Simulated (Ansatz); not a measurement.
The starting structures come from a database of crystals and need not be the phases stable at ambient conditions.

Data:

```
CELL_PARAMETERS angstrom
      7.01742     0.00000     0.00000
      0.00000     7.01742     0.00000
      0.00000     0.00000     4.42655
ATOMIC_POSITIONS crystal
  Li 0.00000 0.00000 0.50000
  Li 0.50000 0.50000 0.50000
  Bi 0.00000 0.50000 0.50708
  Bi 0.50000 0.00000 0.49292
  Pd 0.75000 0.75000 0.00000
  Pd 0.75000 0.25000 0.00000
  Pd 0.25000 0.25000 0.00000
  Pd 0.25000 0.75000 0.00000
  O  0.77370 0.00000 0.76472
  O  0.50000 0.27370 0.76472
  O  0.22630 0.00000 0.76472
  O  0.50000 0.72630 0.76472
  O  0.27370 0.50000 0.23528
  O  0.00000 0.22630 0.23528
  O  0.72630 0.50000 0.23528
  O  0.00000 0.77370 0.23528
```

Space group of this cell: P4/nmm. The cell is taken as given; by r2SCAN its mean pressure is -5.7 GPa.

Transport runs along the normal of the first two printed cell vectors, the (001) plane of the conventional cell.

No gap correction and no spin-orbit coupling; mid-gap values are interpolated between computed energies.

**Question.** Estimate the band gap and the smallest decay constant κ at mid-gap that r2SCAN (Ansatz, an electronic-structure program) returns for this system.

**Answer.** Gap 0.66 eV on a 4×4×8 mesh; κ = 0.203 1/Å, at (0.500, 0.500) of the in-plane reciprocal vectors. At the zone centre, at the nearest computed energy, the slowest state has κ = 0.22 1/Å.
